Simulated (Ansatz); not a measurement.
```yaml
crystal:
  lattice:
    - [19.00000, 0.00000, 0.00000]
    - [0.00000, 19.00000, 0.00000]
    - [0.00000, 0.00000, 5.34368]
  atoms:
    - { symbol: Si, position: [0.70690, 0.50000, 0.66694] }
    - { symbol: C, position: [0.69627, 0.58130, 0.83306] }
    - { symbol: C, position: [0.71244, 0.50000, 0.33306] }
    - { symbol: Si, position: [0.64630, 0.64630, 0.66694] }
    - { symbol: C, position: [0.58130, 0.69627, 0.83306] }
    - { symbol: Si, position: [0.69115, 0.57918, 0.16694] }
    - { symbol: C, position: [0.65022, 0.65022, 0.33306] }
    - { symbol: Si, position: [0.50000, 0.70690, 0.66694] }
    - { symbol: C, position: [0.41870, 0.69627, 0.83306] }
    - { symbol: Si, position: [0.57918, 0.69115, 0.16694] }
    - { symbol: C, position: [0.50000, 0.71244, 0.33306] }
    - { symbol: Si, position: [0.35370, 0.64630, 0.66694] }
    - { symbol: C, position: [0.30373, 0.58130, 0.83306] }
    - { symbol: Si, position: [0.42082, 0.69115, 0.16694] }
    - { symbol: C, position: [0.34978, 0.65022, 0.33306] }
    - { symbol: Si, position: [0.29310, 0.50000, 0.66694] }
    - { symbol: C, position: [0.30373, 0.41870, 0.83306] }
    - { symbol: Si, position: [0.30885, 0.57918, 0.16694] }
    - { symbol: C, position: [0.28756, 0.50000, 0.33306] }
    - { symbol: Si, position: [0.35370, 0.35370, 0.66694] }
    - { symbol: C, position: [0.41870, 0.30373, 0.83306] }
    - { symbol: Si, position: [0.30885, 0.42082, 0.16694] }
    - { symbol: C, position: [0.34978, 0.34978, 0.33306] }
    - { symbol: Si, position: [0.50000, 0.29310, 0.66694] }
    - { symbol: C, position: [0.58130, 0.30373, 0.83306] }
    - { symbol: Si, position: [0.42082, 0.30885, 0.16694] }
    - { symbol: C, position: [0.50000, 0.28756, 0.33306] }
    - { symbol: Si, position: [0.64630, 0.35370, 0.66694] }
    - { symbol: C, position: [0.69627, 0.41870, 0.83306] }
    - { symbol: Si, position: [0.57918, 0.30885, 0.16694] }
    - { symbol: C, position: [0.65022, 0.34978, 0.33306] }
    - { symbol: Si, position: [0.69115, 0.42082, 0.16694] }
```

Level of theory: PBE (plane waves to 420 eV, PAW; Ansatz, an electronic-structure program). Mesh 1×1×6. No spin polarisation. Isolated but for its images some 11 Å away. A hypothetical model, rolled from the flat sheet. Only distortions within the start's symmetry and period were free.

Tabulate the two highest filled and two lowest empty levels along the axis, from the valence top.


| k (2π/c) | v2 (eV) | v1 (eV) | c1 (eV) | c2 (eV) |
|---|---|---|---|---|
| 0.000 | 0.00 | 0.00 | 1.36 | 1.86 |
| 0.042 | -0.01 | -0.01 | 1.39 | 1.89 |
| 0.083 | -0.04 | -0.04 | 1.47 | 1.99 |
| 0.125 | -0.10 | -0.10 | 1.60 | 2.13 |
| 0.167 | -0.17 | -0.17 | 1.76 | 2.30 |
| 0.208 | -0.25 | -0.25 | 1.93 | 2.49 |
| 0.250 | -0.35 | -0.35 | 2.11 | 2.69 |
| 0.292 | -0.47 | -0.47 | 2.29 | 2.89 |
| 0.333 | -0.59 | -0.59 | 2.47 | 2.99 |
| 0.375 | -0.57 | -0.57 | 2.66 | 2.91 |
| 0.417 | -0.55 | -0.55 | 2.84 | 2.85 |
| 0.458 | -0.54 | -0.54 | 2.81 | 2.81 |
| 0.500 | -0.54 | -0.54 | 2.79 | 2.79 |
